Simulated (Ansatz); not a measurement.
**A computed series for TaAgO3: element substitutions**

Consider TaAgO$_{3}$ (space group R-3c, No. 167; a = 5.477 Å, c = 13.804 Å (hexagonal axes); a cell from a computed database, its experimental status unchecked).

Each row replaces one element on all its sites; cell and atoms are relaxed.

Calculations: PBEsol in Ansatz (plane waves to 420 eV, PAW, without spin-orbit coupling).

```json
[
 {"variant": "base", "c/a ratio": "2.520", "lattice parameter a": "5.477 Å"},
 {"variant": "Ta → Fe", "c/a ratio": "…", "lattice parameter a": "…"},
 {"variant": "Ta → Lu", "c/a ratio": "…", "lattice parameter a": "…"},
 {"variant": "O → Te", "c/a ratio": "2.481", "lattice parameter a": "7.248 Å"}
]
```

Complete the table.


- Ta → Fe, c/a ratio: 2.445
- Ta → Fe, lattice parameter a: 5.191 Å
- Ta → Lu, c/a ratio: 2.714
- Ta → Lu, lattice parameter a: 5.589 Å

Stability against distortions was not tested. As relaxed here, FeAgO3, LuAgO3 and TaAgTe3 are hypothetical phases, not in the database extracts checked. No Hubbard U is applied and the magnetic state is the run's own (FeAgO3 ferromagnetic); small cells can't hold the antiferromagnetic order that many such compounds have, so gaps and moments can be off. Spin-polarised in the final run: FeAgO3 and LuAgO3; the other runs are not. TaAgTe3 has a high density of states at the Fermi level and may be magnetic at this level.

Ansatz is a first-principles code.
